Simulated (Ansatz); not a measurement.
## Quartz-high SiO2 (high-temperature phase)

These are HSE06 (plane waves, PAW; Ansatz, a first-principles code) values and carry that method's errors.

Run with plane-wave cutoff 460 eV, 6×6×4 k mesh (along the axes of the cell as run), Fermi–Dirac smearing 0.01 eV, scalar-relativistic PAW data made under PBE.

Cell (relaxed at this level):

```cif
data_O6Si3
_chemical_formula_sum 'Si3 O6'
_space_group_name_H-M_alt 'P 1'
_space_group_IT_number 1
_cell_length_a 5.06382
_cell_length_b 5.06382
_cell_length_c 5.54220
_cell_angle_alpha 90.000
_cell_angle_beta 90.000
_cell_angle_gamma 120.000
loop_
_space_group_symop_operation_xyz
  'x, y, z'
loop_
_atom_site_label
_atom_site_type_symbol
_atom_site_fract_x
_atom_site_fract_y
_atom_site_fract_z
_atom_site_occupancy
Si1 Si 0.50000 0.50000 0.33333 1
Si2 Si 0.50000 0.00000 0.00000 1
Si3 Si 0.00000 0.50000 0.66667 1
O1 O 0.20889 0.79111 0.83333 1
O2 O 0.20889 0.41778 0.50000 1
O3 O 0.58222 0.79111 0.16667 1
O4 O 0.79111 0.20889 0.83333 1
O5 O 0.79111 0.58222 0.50000 1
O6 O 0.41778 0.20889 0.16667 1
```

For quartz-high SiO2 (high-temperature phase), the band gap is 7.49 eV (indirect). The smallest direct gap on the k points sampled is 7.70 eV.

Note: symmetry holds this phase in the static calculation, where it need not be a minimum; held by symmetry at 0 K, a high-temperature phase can be a saddle point.

Static lattice: no zero-point or thermal effects.
